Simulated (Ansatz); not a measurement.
Worked example: self-consistent single point of CsCaH3 (P4mm, 5 atoms in the cell) in Ansatz (a program for electronic structure).

Computed with LDA (PW92), default PAW files made with PBE (plane waves; Ansatz).

The change in words: lattice scaled by 0.98; basis.ecutwfc: 420 eV → 335 eV. Reference geometry:
```
CsCaH3
1.0
    4.59808     0.00000     0.00000
    0.00000     4.59808     0.00000
    0.00000     0.00000     4.59808
Cs Ca H
1 1 3
Cartesian
  0.00000   0.00000   0.05000
  2.29904   2.29904   2.29904
  2.29904   0.00000   2.29904
  0.00000   2.29904   2.29904
  2.29904   2.29904   0.00000
```

Reference input (self-consistent single point, DFT, LDA (PW92), plane waves, default PAW files made with PBE): basis.ecutwfc = 420 eV; kpoints.mp_grid.grid = 6 6 6; hamiltonian.xc = lda; hamiltonian.pseudopotentials = {kind: paw} (the program's default PAW files); scf.occupations.method = fixed. This run's input differs from it in these lines:

Ansatz 0.2 input:
```diff
@@ -2,5 +2,5 @@
   lattice:
-    - [4.598084, 0.000000, 0.000000]
-    - [0.000000, 4.598084, 0.000000]
-    - [0.000000, 0.000000, 4.598084]
+    - [4.506122, 0.000000, 0.000000]
+    - [0.000000, 4.506122, 0.000000]
+    - [0.000000, 0.000000, 4.506122]
   atoms:
@@ -12,3 +12,3 @@
 basis:
-  ecutwfc: 420.0 eV
+  ecutwfc: 335.0 eV
 kpoints:
```

Output, abridged:

```
SCF iter   1: F=—  HF=-7326.613212 eV  |F-HF|=—  |Δ(HF+E_count)|=         —  Δρ=1.06e-2  dr2=8.61e-2  ethr=1.77e-3  ⟨swp⟩=4.5  Hψ=3050  notcnv=0  defer=73
all-band conjugate gradients solve this SCF's bands
preconditioner: auto → Resta (q_TF=auto, 2.151 Å⁻¹)
SCF iter   2: F=—  HF=-7326.587729 eV  |F-HF|=—  |Δ(HF+E_count)|=   2.55e-2  Δρ=4.55e-3  dr2=1.67e-2  ethr=3.92e-4  ⟨swp⟩=1.4  Hψ=983  notcnv=0  defer=57
SCF iter   3: F=—  HF=-7326.582105 eV  |F-HF|=—  |Δ(HF+E_count)|=   5.62e-3  Δρ=4.46e-4  dr2=1.24e-4  ethr=7.60e-5  ⟨swp⟩=2.0  Hψ=816  notcnv=0  defer=104
SCF iter   4: F=—  HF=-7326.582101 eV  |F-HF|=—  |Δ(HF+E_count)|=   3.70e-6  Δρ=1.02e-4  dr2=5.30e-6  ethr=5.62e-7  ⟨swp⟩=2.7  Hψ=992  notcnv=0  defer=82
SCF iter   5: F=—  HF=-7326.582103 eV  |F-HF|=—  |Δ(HF+E_count)|=   1.60e-6  Δρ=2.81e-5  dr2=3.24e-7  ethr=2.41e-8  ⟨swp⟩=2.2  Hψ=1043  notcnv=0  defer=43
SCF iter   6: F=-7326.582103 eV  HF=-7326.582103 eV  |F-HF|=3.84e-10  |Δ(HF+E_count)|=   1.48e-7  Δρ=1.81e-6  dr2=2.70e-9  ethr=4.55e-10  ⟨swp⟩=10.1  Hψ=4005  notcnv=0
SCF 1 converged in 6 iterations: F = -7326.582103 eV  dr2 = 2.70e-9
Free energy (F): -7326.582103 eV
Internal energy: -7326.582103 eV  (E = F + TS)
E sigma→0 (E₀):  -7326.582103 eV
Fermi energy:    3.454544 eV
--- Forces (eV/Å), atoms counted from 1 ---
  atom   1  Cs     0.00000000     0.00000000    -0.08375859
  atom   2  Ca    -0.00000000     0.00000000     0.04550404
  atom   3  H     -0.00000000     0.00000000     0.01137007
  atom   4  H      0.00000000     0.00000000     0.01137007
  atom   5  H      0.00000000     0.00000000     0.01551328
--- Stress (GPa, compression-positive) ---
       -0.660426       0.000000       0.000000
        0.000000      -0.660426       0.000000
        0.000000       0.000000      -0.661282
  P = ⅓ Tr σ = -0.6607 GPa (-6.607 kbar)
  The stress holds the Pulay correction. Without it, at fixed plane waves, as pw.x and ABINIT print it: P = -1.0125 GPa
```

The run converged in 6 iterations. Against the reference run the free energy goes down by 3.9 meV/atom, the pressure goes from -2.06 to -0.66 GPa, the largest force goes from 0.069 to 0.084 eV/Å and the gap on the mesh goes from 2.792 to 2.707 eV.

The starting cell comes from a database of computed structures (which also holds hypothetical and non-ambient phases and stackings), without a prior relaxation at this level. Its lattice was rescaled by up to half a per cent. One atom was moved a little off its site on purpose. For this run, on top of that: lattice scaled by 0.98. Ansatz's pressure includes its estimate of the finite-basis (Pulay) stress. The cutoff lies below the one recommended for these files.
